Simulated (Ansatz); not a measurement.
# Ge: response to strain

The reference is Ge (space group P6_3/mmc, No. 194; a = 3.9948 Å, c = 6.5989 Å; a cell from a computed database, its experimental status unchecked). Axes: x lies along a and z along c of the hexagonal cell.

Strains are applied to the cell and any free atomic positions relax; under biaxial strain the out-of-plane vector relaxes too; under stress the whole cell relaxes.

Level of theory: r2SCAN, PAW, 500 eV (Ansatz, a program for electronic structure; spin-orbit coupling left out), earlier PAW set.

Notes on the quantities. pressure: mean of the normal stresses, compression positive.

| case | band gap | volume per atom | pressure |
|---|---|---|---|
| base | 0.10 eV | 22.80 Å³ | 0.0 GPa |
| biaxial strain +0.34 %, plane normal [001], relaxed out of plane | zero | 22.94 Å³ | -0.4 GPa |
| biaxial strain +0.77 %, plane normal [001], relaxed out of plane | zero | 23.11 Å³ | -0.9 GPa |
| biaxial strain +1.22 %, plane normal [001], relaxed out of plane | zero | 23.29 Å³ | -1.4 GPa |
| isotropic strain +1.13 % | zero | 23.58 Å³ | -2.2 GPa |
| uniaxial strain ε_yy = +1.05 % | zero | 23.04 Å³ | -0.7 GPa |
| uniaxial strain ε_zz = −0.62 % | zero | 22.66 Å³ | 0.5 GPa |
| uniaxial stress, 2 GPa tension along z | 0.11 eV | 23.02 Å³ | – |
| tensor shear ε_yz = −1.68 % | zero | 22.79 Å³ | 0.0 GPa |

The mesh was chosen for an insulator and is coarse for the gapless case. Stability under load was not tested beyond the relaxation. Gaps under 0.05 eV, about the width of the smearing, are given as zero. This is not the structure that Ge has at room temperature and ambient pressure. The zero or small gap of Ge can change with the level of theory.
